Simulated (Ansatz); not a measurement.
Base system: CdS in the wurtzite structure (space group P6_3mc, No. 186; a = 4.1962 Å, c = 6.8295 Å). Axes: x lies along a and z along c of the hexagonal cell.

The change: uniaxial strain ε_zz = +1.80 %, all other strain components held at zero; the atoms relax in the strained cell.

Calculations: PBE in Ansatz (plane waves to 420 eV, PAW, spin-orbit coupling left out).

Base, band edges from the VBM (valence, conduction): K -1.51, 4.75; H -1.03, 4.30; M -0.69, 3.62; L -1.23, 3.46; A -0.36, 2.76; Γ 0.00, 1.11 eV.

Give the band edges at the high-symmetry points of the new zone, measured from its valence-band maximum.


| point | valence edge (eV) | conduction edge (eV) |
|---|---|---|
| Γ | 0.00 | 1.04 |
| M | -0.67 | 3.53 |
| K | -1.49 | 4.68 |
| A | -0.34 | 2.72 |
| L | -1.18 | 3.38 |
| H | -1.06 | 4.17 |

The gap is 1.04 eV, direct at Γ.

Semilocal Kohn–Sham gaps tend to fall short of experiment. Stability against distortions was not tested.

Ansatz is an electronic-structure program.
